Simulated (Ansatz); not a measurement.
Seebeck coefficient (μV/K, mean over directions) of p-type MgS (Fm-3m) against carrier density, r2SCAN with spin-orbit coupling, rigid bands (Ansatz, a first-principles code). Computed gap 3.43 eV; densities at which minority carriers matter at this gap, or further valleys turn the trend, are left out. Conductivity mass 1.22 mₑ (harmonic mean over directions), N_v = 8.7e19 cm⁻³ at 300 K.

```csv
hole density,300 K,500 K
1e16 cm⁻³,1026,(withheld)
1e17 cm⁻³,827,909
1e18 cm⁻³,629,(withheld)
3e18 cm⁻³,535,617
1e19 cm⁻³,432,513
3e19 cm⁻³,340,419
1e20 cm⁻³,245,319
3e20 cm⁻³,168,231
1e21 cm⁻³,(withheld),145
```

Problem. What belongs in the gaps?

Solution. 
- 1e16 cm⁻³, 500 K: 1108
- 1e18 cm⁻³, 500 K: 711
- 1e21 cm⁻³, 300 K: 98

Rigid bands with a gap fixed in temperature, one relaxation time for all states, no polarons or phonon drag, and whether or not such doping can be reached.
